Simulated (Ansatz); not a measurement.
The parent structure is MoS₂ in the 2H-MoS2 type structure (space group P6_3/mmc, No. 194; a = 3.149 Å, c = 12.091 Å; layered, stacked along the Cartesian z axis).

(Cell as relaxed with PBE-D3(BJ).)

Levels (all Ansatz, a quantum-chemistry and plane-wave program, PAW, earlier PAW set): PBE-D3(BJ) (420 eV, no spin-orbit coupling); r2SCAN+rVV10 (500 eV, scalar-relativistic without spin-orbit coupling).

Each level relaxes its own structure.

```json
[
 {"base": "volume per atom", "PBE-D3(BJ)": "17.31 Å³", "r2SCAN+rVV10": "18.08 Å³"},
 {"base": "lattice parameter a", "PBE-D3(BJ)": "3.149 Å", "r2SCAN+rVV10": "3.173 Å"},
 {"base": "band gap", "PBE-D3(BJ)": "0.78 eV", "r2SCAN+rVV10": "1.01 eV"}
]
```

Modification: every lattice vector is stretched by 0.39 %; the atoms relax in the strained cell.

```csv
quantity,PBE-D3(BJ),r2SCAN+rVV10
"pressure (mean of the normal stresses, compression positive)",-0.86 GPa,-0.85 GPa
energy relative to the base (free energy F),+0.6 meV/atom,+0.6 meV/atom
```

The two agree on the energy relative to the base. Neither level is exact; r2SCAN+rVV10 is the comparison here, not a measurement.

No phonon test of stability was made.
